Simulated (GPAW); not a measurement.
A short convergence ladder for BN (F-43m, 2 atoms in the cell)

```
CELL_PARAMETERS angstrom
      0.00000     1.79846     1.79846
      1.79846     0.00000     1.79846
      1.79846     1.79846     0.00000
ATOMIC_POSITIONS crystal
  B  0.00000 0.00000 0.00000
  N  0.25000 0.25000 0.25000
```

Base method: PBE, GPAW PAW datasets PBE (gpaw-data 1.0.1) (plane waves; GPAW).

Base settings: mode = pw; ecut = 950 eV; xc = PBE; kpts = 10 10 10; mesh shift (steps) = 0 0 0; occupations.name = fermi-dirac; occupations.width = 0.02 eV; nbands = -6; convergence.bands = -4; symmetry.symmorphic = false.

Core times come from one kind of shared machine, to one figure; runs under 30 s give none.

**Zone-centre phonons against the cutoff**

In this ladder: occupations.width = 0 eV; symmetry.symmorphic = default; symmetry.tolerance = default; convergence.density = 1e-05 e/electron; symmetry.point_group = false; displacement = 0.02 Å.

The mesh stays at the base's, so the ladder's end is converged at best in this setting alone.

Frequencies are those of the unrelaxed cell, without the LO-TO term of polar crystals.

Only quantities that move along the ladder and can be compared are tabulated.

| ecut | highest zone-centre frequency (cm⁻¹) | core time / last (rough) |
|---|---|---|
| 475 eV | 1055.6 | 0.6 |
| 570 eV | 1056.8 | 0.5 |
| 810 eV | 1058.7 | 1 |
| 950 eV | 1057.5 | 1 |

Coarsest ecut that holds the highest zone-centre frequency within 1 cm⁻¹: not settled: the last two steps still differ by 1.2 cm⁻¹, over half the tolerance, so the ladder does not show it.

On the base run: the starting cell has typed, rounded lattice constants, without a prior relaxation at this level. Its lattice was rescaled by up to half a per cent.
